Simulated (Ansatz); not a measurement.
A thin film of hcp (Mg type) Hf is deposited stress-free at 650 K on a thick substrate of Cu (fcc (Cu type), Fm-3m) and cooled to 300 K. Take the in-plane direction as the cubic or basal-plane axis of each crystal, and these free lattice constants from quasi-harmonic lattice dynamics on PBEsol density-functional theory in Ansatz (plane waves, PAW).

```tsv
crystal	a at 300 K (Å)	a at 650 K (Å)
Hf	3.16393	3.16954
Cu	3.57912	3.59998
```

 Spin-orbit coupling is not included.

### Question
What in-plane thermal strain does the film carry at 300 K, and is it tensile or compressive?

### Answer
With logarithmic strains ln(a_hot/a_300): left free, the film would shrink by 0.177 % and the substrate by 0.581 %. The film is held to the substrate, so its strain is -0.404 %: compressive. Plastic relief and phase changes are ignored.

The PAW data sets were generated under PBE and serve the other functionals too.

Ansatz is a program for electronic structure.
